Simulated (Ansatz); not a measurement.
An Ansatz (a program for electronic structure) run: Sn with a change (biaxial strain −1.00 %, plane normal [001], relaxed out of plane); r2SCAN (Ansatz; PAW; 500 eV plane waves; without spin-orbit coupling).

Input:

Ansatz 0.2 input:
```yaml
crystal:
  lattice:
    - [4.5967661981, 0, 0]
    - [0, 4.5967661981, 0]
    - [2.2983830991, -2.2983830991, 3.299653104]
  atoms:
    - { symbol: Sn, position: [0, 0, 0] }
    - { symbol: Sn, position: [0.75, 0.75, 0.5] }
basis: { ecutwfc: 500, ecutrho_ratio: 4, xc_grid: 4, fft_grid_basis: typed }
kpoints: { mp_grid: { grid: [12, 12, 12] } }
hamiltonian:
  xc: r2scan
  dispersion: none
  pseudopotentials: { kind: paw }
scf: { occupations: { method: fermi_dirac, width: 0.05 } }
relax: { f_tol: 0.005, max_steps: 50, cell: { stress_tol: 0.01, fix: [a, b, gamma] } }
output: { forces: true, stress: true }
checkpoint: { write: state.ck, write_every: 1000 }
```

Output (explanatory and most iteration lines left out):

```
Relaxation: its limit of steps is 50 (relax.max_steps)
Pseudopotential: Sn, paw, valence charge 14
Crystal: 2 atoms, lattice volume = 69.723 Å³
Basis set: ecut = 500 eV, 1809 PW (Γ), exchange–correlation on 144×144×144 points (64 copies of the dense FFT grid, shifted against one another)
Bands: 18, of which v1, the nominal top of the filled ones, is band 14 counted from 1 (13 counted from 0)
Symmetry: 16 space group operations
Space group: I41/amd (ITA 141), of the structure as read, at distance tolerance 4.1e-5 Å
k-points: 163 of 1728
Functional: x = r2scan, c = r2scan; τ floored in thin density (d = 2e-4 eV/Å³)
SCF iter   1: F=—  HF=-12077.269131 eV  |F-HF|=—  |Δ(HF+E_count)|=         —  Δρ=4.89e-3  dr2=7.01e-3  dr2_τ=4.76e-3  ethr=1.77e-3  ⟨swp⟩=6.0  Hψ=15892  notcnv=0
SCF iter   2: F=—  HF=-12077.277190 eV  |F-HF|=—  |Δ(HF+E_count)|=   8.06e-3  Δρ=2.33e-3  dr2=1.80e-3  dr2_τ=2.84e-5  ethr=2.50e-5  ⟨swp⟩=2.1  Hψ=7103  notcnv=0
SCF 1 converged in 7 iterations: F = -12077.277204 eV  dr2 = 1.07e-8
relax step   1: F+E_penalty+E_count = -12077.27720448 eV  Δ(F+E_penalty+E_count) = +0.000e0 eV  max|allowed force component| = 8.240e-17 eV/Å  Δτ_max = 0.0000 Å  P = +0.674 GPa  Ω = 69.723 Å³  fix = [a, b, gamma]  reactions: a +0.858, b +0.858 GPa  (7 SCF iters, dr2 threshold 1.00e-7 eV, accepted)
[... steps on the carried basis left out ...]
relax step   3: F+E_penalty+E_count = -12077.27748876 eV  Δ(F+E_penalty+E_count) = -1.626e-5 eV  max|allowed force component| = 6.939e-17 eV/Å  Δτ_max = 0.0000 Å  P = +0.475 GPa  Ω = 70.026 Å³  energy of the carried Pulay correction = -5.670e-6 eV  fix = [a, b, gamma]  reactions: a +0.713, b +0.713 GPa  (3 SCF iters, dr2 threshold 1.21e-8 eV, accepted)
Crystal: 2 atoms, lattice volume = 70.026 Å³
SCF iter   1: F=—  HF=-12077.277495 eV  |F-HF|=—  |Δ(HF+E_count)|=         —  Δρ=3.36e-6  dr2=6.14e-9  dr2_τ=2.86e-9  ethr=3.27e-7  ⟨swp⟩=2.6  Hψ=22619  notcnv=0
SCF iter   2: F=—  HF=-12077.277495 eV  |F-HF|=—  |Δ(HF+E_count)|=   2.14e-7  Δρ=1.89e-6  dr2=1.30e-9  dr2_τ=9.12e-11  ethr=2.19e-11  ⟨swp⟩=3.7  Hψ=7529  notcnv=0
SCF 4 converged in 5 iterations: F = -12077.277495 eV  dr2 = 4.91e-13
SCF converged after 5 iterations
Free energy (F): -12077.277495 eV
Internal energy: -12077.276787 eV  (E = F + TS)
E sigma→0 (E₀):  -12077.277141 eV
Entropy (-TS):   -0.000707 eV (-0.354 meV/atom)
Fermi energy:    7.471561 eV
--- Forces (eV/Å), atoms counted from 1 ---
  atom   1  Sn     0.00000000     0.00000000     0.00000000
  atom   2  Sn    -0.00000000    -0.00000000    -0.00000000
--- Stress (GPa, compression-positive) ---
        0.713292       0.000000      -0.000000
        0.000000       0.713292       0.000000
       -0.000000       0.000000      -0.000126
  P = ⅓ Tr σ = 0.4755 GPa (4.755 kbar)
--- Relaxed structure (3 steps of the walk, 3 accepted, 1 SCFs on fresh bases) ---
  cell:  # Å, volume = 70.0263 Å³
    - [4.5967661981, 1.3194805897843333e-22, -3.482752169975197e-11]
    - [1.3194805661102493e-22, 4.5967661981, 3.48275213872858e-11]
    - [2.298383099075109, -2.298383099075109, 3.314030057982496]
  atoms:
    - { symbol: Sn, position: [5.189688498284208e-34, -7.808282012436734e-34, 3.0278217958595827e-34] }
    - { symbol: Sn, position: [0.75, 0.75, 0.5] }
```

Stability against distortions was not tested. The cell was made from Sn in the diamond structure (space group Fd-3m, No. 227) by this change: biaxial strain −1.00 %, plane normal [001], relaxed out of plane.
